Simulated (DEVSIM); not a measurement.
Structure: Si p+/n-/n+ power diode, at 250 K.

Layer 1 from the left is Si, thickness (μm) 1.30, Na (cm⁻³) 1.9e18, τn (s) 1.7e-7, τp (s) 1.7e-7. Layer 2 from the left is Si, thickness (μm) 26.0, Nd (cm⁻³) 3.6e15, τn (s) 1.7e-7, τp (s) 1.7e-7. Layer 3 from the left is Si, thickness (μm) 3.10, Nd (cm⁻³) 1.5e18, τn (s) 1.7e-7, τp (s) 1.7e-7.

Left contact: ohmic. Right contact: ohmic. Voltage is applied to the left contact. Recombination: SRH at mid-gap. Mobility is constant in doping.

This is a model device: material constants are rounded textbook-type values typed into the input, and sizes, dopings and lifetimes were drawn at random. Values at 300 K; Nc and Nv go as T^1.5, mobilities as T to minus their exponent, the gap by Varshni's rule with the affinity fixed.

Si: gap (eV) 1.124, affinity (eV) 4.05, permittivity 11.7, Nc (cm⁻³) 2.86e19, Nv (cm⁻³) 3.1e19, μn (cm²/Vs) 1417, μp (cm²/Vs) 470, T exponent of μn 2.3, T exponent of μp 2.2, Varshni α (eV/K) 0.000473, Varshni β (K) 636.

Simulated with DEVSIM: 1D drift-diffusion, Boltzmann statistics, complete ionisation; no tunnelling, impact ionisation, image-force lowering or self-heating.

### Question
What does the simulation give for the potential step across the device at zero bias, the dark forward voltage at 100 A/cm², the dark forward voltage at 1 A/cm²?

### Answer
potential step across the device at zero bias 1.024 V; dark forward voltage at 100 A/cm² 0.878 V; dark forward voltage at 1 A/cm² 0.729 V.
